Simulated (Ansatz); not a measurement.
CsCl-type CuZn was calculated with LDA in Ansatz (plane waves, PAW).

Settings: plane-wave cutoff 520 eV, 16×16×16 k mesh, Fermi–Dirac smearing 0.1 eV, perturbation theory, no spin polarisation, scalar-relativistic PAW data made under PBE.

Cell (relaxed at this level):

Space group Pm-3m (No. 221); a = b = c = 2.8701 Å, α = β = γ = 90.00°

```csv
atom,site,symmetry,x,y,z
Zn,1b,m-3m,0.5000,0.5000,0.5000
Cu,1a,m-3m,0.0000,0.0000,0.0000
```

Task: Give the computed TO(Γ) frequency.

Result: 
- TO(Γ) frequency: 217 cm⁻¹

Cost on a shared machine: roughly 7 core-minutes.

Ansatz is a program for electronic structure.
